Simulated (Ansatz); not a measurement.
System: AlB2-type ErB₂. Method: r²SCAN+rVV10 in Ansatz (PAW).

Run with plane-wave cutoff 560 eV, 18×18×14 k mesh (along the axes of the cell as run), Fermi–Dirac smearing 0.05 eV, spin-polarised with parallel moments, scalar-relativistic PAW data made under PBE.

Computed at the level's own relaxed cell.

Q: What does this level give for the equilibrium lattice constant a and c axis length?

A: 
- equilibrium lattice constant a = 3.251 Å
- c axis length = 3.779 Å

Note: the magnetic order was assumed, not searched for or taken from measurement; the 4f shell is treated without U or exact exchange, so its levels and filling can be wrong.

Spin–orbit coupling is not included; it can open a gap where bands touch, and shift volumes and moduli.

Computed values are for the static lattice.

It cost about 4 core-minutes (a rough figure) of CPU time.

Ansatz is a program for electronic structure.
